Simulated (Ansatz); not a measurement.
# A series of runs on KHg2 (Imma, 6 atoms in the cell)

```yaml
crystal:
  lattice:
    - [-2.62549, 3.96807, 4.57325]
    - [2.62549, -3.96807, 4.57325]
    - [2.62549, 3.96807, -4.57325]
  atoms:
    - { symbol: K, position: [0.70083, 0.95083, 0.75000] }
    - { symbol: K, position: [0.29917, 0.04917, 0.25000] }
    - { symbol: Hg, position: [0.28371, 0.33714, 0.94657] }
    - { symbol: Hg, position: [0.71629, 0.66286, 0.05343] }
    - { symbol: Hg, position: [0.89057, 0.33714, 0.55343] }
    - { symbol: Hg, position: [0.10943, 0.66286, 0.44657] }
```

Base run A: LDA (PW92), default PAW files made with PBE (Ansatz, an electronic-structure program), self-consistent single point.

Its settings: kpoints.mp_grid.grid = 6 6 6; hamiltonian.xc = lda; hamiltonian.pseudopotentials = {kind: paw} (the program's default PAW files); scf.occupations.method = methfessel_paxton; scf.occupations.width = 0.1 eV.

The starting cell comes from a database of computed structures (which also holds hypothetical and non-ambient phases and stackings), without a prior relaxation at this level. Ansatz's pressure includes its estimate of the finite-basis (Pulay) stress.

ΔF is the free energy per atom less that of run A. 

Run A gave: pressure (GPa) -2.59; largest force (eV/Å) 0.106; iterations 7.

Runs:
- B: scf.mixing.algorithm, scf.mixing.beta = broyden, 0.02
- C: scf.mixing.algorithm, scf.mixing.beta = broyden, 0.05
- D: scf.mixing.algorithm, scf.mixing.beta = broyden, 0.1
- E: scf.mixing.algorithm, scf.mixing.beta = broyden, 0.2
- F: scf.mixing.algorithm, scf.mixing.beta = broyden, 0.3
- G: scf.mixing.algorithm, scf.mixing.beta = broyden, 0.5
- H: scf.mixing.algorithm, scf.mixing.beta = broyden, 0.7
- I: scf.mixing.algorithm, scf.mixing.beta = broyden, 0.9
- J: scf.mixing.algorithm, scf.mixing.beta = broyden, 1

### Question
Which runs reach the base run's state, and which is quickest in iterations?

### Answer
Runs B, C, D, E, F, G, H, I, J ended on the same solution as A (within 1 meV/atom). The fewest iterations to that state were 7 (A, G, H, I, J); the most were 15.

```
run  ΔF (meV/atom)  pressure (GPa)  largest force (eV/Å)  iterations
---  -------------  --------------  --------------------  ----------
A             0.00           -2.59                 0.106           7
B             0.00           -2.59                 0.106          15
C             0.00           -2.59                 0.106          11
D             0.00           -2.59                 0.106          10
E             0.00           -2.59                 0.106          10
F             0.00           -2.59                 0.106           8
G             0.00           -2.59                 0.106           7
H             0.00           -2.59                 0.106           7
I             0.00           -2.59                 0.106           7
J             0.00           -2.59                 0.106           7
```

Keys are those of Ansatz 0.2.
